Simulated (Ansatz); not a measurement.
Worked example: relaxation of cell and atoms of SrAg5 (P6/mmm, 6 atoms in the cell) in Ansatz (an electronic-structure program).

Method of the run: PBEsol, default PAW files made with PBE (plane waves; Ansatz).

The change in words: atoms on their sites; basis.ecutwfc: 420 eV → 295 eV; relax: default → cell and atoms. Reference geometry:
```
CELL_PARAMETERS angstrom
      5.72758     0.00000     0.00000
     -2.86379     4.96023     0.00000
      0.00000     0.00000     4.61871
ATOMIC_POSITIONS crystal
  Sr 0.00000 0.00000 0.01083
  Ag 0.66667 0.33333 0.00000
  Ag 0.33333 0.66667 0.00000
  Ag 0.50000 0.00000 0.50000
  Ag 0.50000 0.50000 0.50000
  Ag 0.00000 0.50000 0.50000
```

Reference input (self-consistent single point, DFT, PBEsol, plane waves, default PAW files made with PBE): basis.ecutwfc = 420 eV; kpoints.mp_grid.grid = 5 5 5; hamiltonian.xc = pbesol; hamiltonian.pseudopotentials = {kind: paw} (the program's default PAW files); scf.occupations.method = gaussian; scf.occupations.width = 0.1 eV. This run's input differs from it in these lines:

Ansatz 0.2 input:
```diff
@@ -6,3 +6,3 @@
   atoms:
-    - { symbol: Sr, position: [0.00000000, 0.00000000, 0.01082600] }
+    - { symbol: Sr, position: [0.00000000, 0.00000000, 0.00000000] }
     - { symbol: Ag, position: [0.66666700, 0.33333300, 0.00000000] }
@@ -13,3 +13,3 @@
 basis:
-  ecutwfc: 420.0
+  ecutwfc: 295.0
 kpoints:
@@ -21,2 +21,4 @@
   occupations: { method: gaussian, width: 0.1 }
+relax:
+  cell: {}
 output:
```

Output (repeated stretches shortened):

```
   [... SCF lines of the steps left out ...]
relax step   1: F+E_penalty+E_count = -41103.63519175 eV  Δ(F+E_penalty+E_count) = +0.000e0 eV  max|allowed force component| = 2.313e-18 eV/Å  Δτ_max = 0.0000 Å  P = -3.051 GPa  Ω = 131.218 Å³  (7 SCF iters, dr2 threshold 1.00e-7 eV, accepted)
relax step   2: F+E_penalty+E_count = -41104.11139524 eV  Δ(F+E_penalty+E_count) = -4.762e-1 eV  max|allowed force component| = 7.782e-18 eV/Å  Δτ_max = 0.0000 Å  P = +7.159 GPa  Ω = 122.029 Å³  energy of the carried Pulay correction = +5.835e-1 eV  [...]
   [... lines left out ...]
relax step  20: F+E_penalty+E_count = -41103.71019747 eV  Δ(F+E_penalty+E_count) = -3.486e-4 eV  max|allowed force component| = 6.216e-18 eV/Å  Δτ_max = 0.0000 Å  P = -0.000 GPa  Ω = 125.057 Å³  energy of the carried Pulay correction = +3.334e-4 eV  [...]
relax step  21: F+E_penalty+E_count = -41103.70965858 eV  Δ(F+E_penalty+E_count) = +5.389e-4 eV  max|allowed force component| = 5.469e-18 eV/Å  Δτ_max = 0.0000 Å  P = +0.000 GPa  Ω = 125.057 Å³  stress off target by 3.98e-2 GPa  SCF on the basis [...]
basis re-selected at this cell: Δ(F+E_penalty+E_count) = +5.389e-4 eV, ΔP = +0.000 GPa vs the last step
the relaxation is at rest under the 24 symmetry operations that the run kept from its start: a minimum is not shown …
Stability not checked: this state was not tested for a lower state beside it, because too few of the mixer's solves of this state at the end of the SCF gave a …
Free energy (F): -41103.709659 eV
Internal energy: -41103.702071 eV  (E = F + TS)
   [... lines left out ...]
Fermi energy:    14.107937 eV
  cell:  # Å, volume = 125.0570 Å³
   [... lines left out ...]
    - { symbol: Ag, position: [0.6666666666666665, 0.3333333333333333, 2.407412430484045e-35] }
    - { symbol: Ag, position: [0.33333333333333326, 0.6666666666666665, 1.7338159983347834e-35] }
    - { symbol: Ag, position: [0.5, 3.3005113031220785e-24, 0.49999999999999994] }
    - { symbol: Ag, position: [0.4999999999999999, 0.5, 0.49999999999999994] }
    - { symbol: Ag, position: [-5.537006119791067e-17, 0.5, 0.49999999999999994] }
```

The run converged. 

Summary of the result:
```
Property                                                                                                                Result
-----------------------------------------------  -----------------------------------------------------------------------------
Free energy E − TS (on the zero of these files)                                                                 -41103.7097 eV
Fermi level (on the code's own zero)                                                                                  14.11 eV
Pressure                                                                                                              0.00 GPa
Final cell                                       a = 5.5625 Å, b = 5.5625 Å, c = 4.6670 Å, α = 90.00°, β = 90.00°, γ = 120.00°
Final volume per atom                                                                                                 20.84 Å³
Relaxation steps                                                                                                            21
```

The starting cell comes from a database of computed structures (which also holds hypothetical and non-ambient phases and stackings), without a prior relaxation at this level. Its lattice was rescaled by up to half a per cent. The relaxation keeps the symmetry of its start, so its end need not be a minimum. Ansatz's pressure includes its estimate of the finite-basis (Pulay) stress. Without the estimate this run gives -10.44 GPa. The cutoff lies below the one recommended for these files.

Cost on one core of a shared machine: roughly 2 min.
